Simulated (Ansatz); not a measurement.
## CoSi, response to strain

Consider CoSi (space group P2_13, No. 198; non-magnetic).

```yaml
crystal:
  lattice:
    - [4.38269, 0.00000, 0.00000]
    - [0.00000, 4.38269, 0.00000]
    - [0.00000, 0.00000, 4.38269]
  atoms:
    - { symbol: Co, position: [0.14562, 0.14562, 0.14562] }
    - { symbol: Co, position: [0.64562, 0.35438, 0.85438] }
    - { symbol: Co, position: [0.85438, 0.64562, 0.35438] }
    - { symbol: Co, position: [0.35438, 0.85438, 0.64562] }
    - { symbol: Si, position: [0.84366, 0.84366, 0.84366] }
    - { symbol: Si, position: [0.34366, 0.65634, 0.15634] }
    - { symbol: Si, position: [0.15634, 0.34366, 0.65634] }
    - { symbol: Si, position: [0.65634, 0.15634, 0.34366] }
```

Cartesian axes are those of the cell as printed.

Strains are applied to the cell and any free atomic positions relax; under biaxial strain the out-of-plane vector relaxes too.

Level of theory: plane-wave PAW DFT at the r2SCAN level (Ansatz, an electronic-structure program, 500 eV), spin-orbit coupling left out, earlier PAW set.

Notes on the quantities. pressure: mean of the normal stresses, compression positive.

```tsv
case	shortest interatomic distance	pressure
base	2.292 Å	0.0 GPa
biaxial strain −1.04 %, plane normal [111], relaxed out of plane	2.277 Å	3.4 GPa
uniaxial strain ε_xx = −5.35 %	2.222 Å	16.3 GPa
uniaxial strain ε_xx = +3.67 %	2.310 Å	-7.7 GPa
uniaxial strain ε_zz = +2.59 %	2.307 Å	-5.7 GPa
tensor shear ε_yz = −2.32 %	2.265 Å	0.4 GPa
tensor shear ε_xz = −2.70 %	2.261 Å	0.5 GPa
```

Stability against distortions was not tested. Seeded moments were not kept for the base. All final runs are without spin polarisation.
